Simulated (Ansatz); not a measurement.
The starting structures come from a database of crystals and need not be the phases stable at ambient conditions.

 Where the default PAW files enter, the runs use the earlier of Ansatz's two default sets.

Tunnelling through a barrier is set by its complex band structure: the current falls as exp(−2κd) with the smallest κ.

Given:

```yaml
crystal:
  lattice:
    - [4.52053, 0.00000, 0.00000]
    - [0.00000, 4.52053, 0.00000]
    - [0.00000, 0.00000, 4.52053]
  atoms:
    - { symbol: Cs, position: [0.00000, 0.00000, 0.00000] }
    - { symbol: Ca, position: [0.50000, 0.50000, 0.50000] }
    - { symbol: F, position: [0.00000, 0.50000, 0.50000] }
    - { symbol: F, position: [0.50000, 0.00000, 0.50000] }
    - { symbol: F, position: [0.50000, 0.50000, 0.00000] }
```

Space group of this cell: Pm-3m, cubic perovskite. The cell is taken as given.

Transport runs along the normal of the first two printed cell vectors, the (001) plane of the conventional cell.

The gap is the functional's own, uncorrected, and κ follows it; spin-orbit coupling is left out. Mid-gap values are interpolated between the computed energies.

**Question.** Give the band gap and the smallest decay constant κ at mid-gap that r2SCAN (Ansatz, a quantum-chemistry and plane-wave program) yields.

**Answer.** Gap 8.03 eV on a 8×8×8 mesh; κ = 0.495 1/Å, at the zone centre.
